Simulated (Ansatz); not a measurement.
## A constructed model of the (111) surface of fcc Ir, p(2x2) surface alloy, Ga on one Ir site of the top plane (bottom of the slab: a bare face, its two planes held)

These are PBE (plane waves to 420 eV, PAW; Ansatz, a program for electronic structure) values and carry that method's errors.

Set-up: 24 atoms, 11.1 Å thick at the start; mesh 8x8x1; 0.1 eV smearing; dipole correction on; 8 atoms held, the rest relaxed; symmetry of the start imposed; no spin, no spin-orbit, no U. It is one candidate, not shown to be the stable structure of the face.

```yaml
work_function_of_the_top_face: 5.15 eV
energy_released_by_relaxation: 0.13 eV
cost: around 11 core-minutes (rough)
```
